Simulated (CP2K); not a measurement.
Band structure of MgSb (R-3m, 2 atoms in the cell).

```yaml
crystal:
  lattice:
    - [4.58908, 0.00000, 0.00000]
    - [2.98326, 3.48710, 0.00000]
    - [2.98326, 1.37380, 3.20508]
  atoms:
    - { symbol: Mg, position: [0.00000, 0.00000, 0.00000] }
    - { symbol: Sb, position: [0.50000, 0.50000, 0.50000] }
```

Method: LDA (Pade form), GPW, DZVP-MOLOPT-SR-GTH basis, GTH-PADE potentials (GTH_POTENTIALS) in CP2K 2026.2.

Settings: CUTOFF = 1000 Ry; REL_CUTOFF = 60 Ry; SMEAR/METHOD = GAUSSIAN; SIGMA = 0.136 eV; KPOINTS/SCHEME = MACDONALD 12 12 12 0.04166666667 0.04166666667 0.04166666667; XC_FUNCTIONAL = PADE; Mg/BASIS_SET = DZVP-MOLOPT-SR-GTH-q10; Mg/POTENTIAL = GTH-PADE-q10; Sb/BASIS_SET = DZVP-MOLOPT-SR-GTH-q5; Sb/POTENTIAL = GTH-PADE-q5; METHOD = GPW; EPS_DEFAULT = 1e-10; EXTRAPOLATION = USE_GUESS; NGRIDS = 5.

The starting cell comes from a database of computed structures (which also holds hypothetical and non-ambient phases and stackings), without a prior relaxation at this level. Spin-orbit coupling is off. Values carry the incompleteness of an atom-centred basis.

Levels in eV from the Fermi level, bands 4 to 9:
```tsv
point	4	5	6	7	8	9
Γ	-43.14	-10.81	-1.41	1.13	1.91	1.91
L	-43.14	-8.81	-4.90	-0.78	0.62	1.96
Z	-43.14	-9.89	-5.75	1.67	1.67	5.99
F	-43.14	-8.47	-4.28	-2.40	-0.37	-0.19
P1	-43.14	-8.55	-4.04	-3.47	-0.11	1.60
P	-43.14	-8.55	-4.04	-3.47	-0.11	1.60
```

Bands cross the Fermi level along this path, so the cell is metallic at this level.

Higher empty bands are left out: an atom-centred basis made for the valence describes them poorly.
